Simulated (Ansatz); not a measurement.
**Response to strain in AlRu**

Start from AlRu in the CsCl type structure (space group Pm-3m, No. 221; a = 2.9545 Å; relaxed with 0.1 eV smearing). Axes: x, y, z lie along the cube axes.

Strains are applied to the cell and any free atomic positions relax; under biaxial strain the out-of-plane vector relaxes too.

All numbers come from LDA (Ansatz, a first-principles code), no spin-orbit coupling.

Notes on the quantities. energy relative to the base: free energy F.

| biaxial strain, plane normal [111], relaxed out of plane (%) | energy relative to the base (meV/atom) |
|---|---|
| -2.5 | 24.3 |
| -2.08 | 16.7 |
| -1.67 | 10.7 |
| -1.25 | ? |
| -0.83 | 2.6 |
| -0.42 | 0.7 |
| 0 | 0.0 |

Problem. Fit ΔE = Aε² + Bε³ (ε in %) to the rows shown and predict the withheld row.

Solution. Least squares on the printed values gives A = 3.73 and B = -0.062 meV/atom (largest residual 0.0 meV/atom); this predicts 6.0 meV/atom, and the run gives 6.0 meV/atom, in agreement.

No phonon test of stability was made. The final runs are not spin-polarised.
